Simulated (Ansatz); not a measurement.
Cubic perovskite KZnF₃ was calculated with r²SCAN0 (Ansatz, a quantum-chemistry and plane-wave program, PAW).

Numerical settings: plane-wave cutoff 520 eV, 6×6×6 k mesh, Fermi–Dirac smearing 0.01 eV, scalar-relativistic PAW data made under PBE.

The cell has the measured lattice: a = b = c = 4.055 Å, α = β = γ = 90.00°.

Problem. Predict the band gap and smallest direct gap on the k points sampled.

Solution. 
* **band gap**: 7.64 eV (on the SCF k mesh) (indirect)
* **smallest direct gap on the k points sampled**: 9.37 eV

Note: cell and atoms aren't relaxed at this level (pressure -1.9 GPa).

Static lattice: no zero-point or thermal effects.

Computing time: around 100 core-seconds (rough).
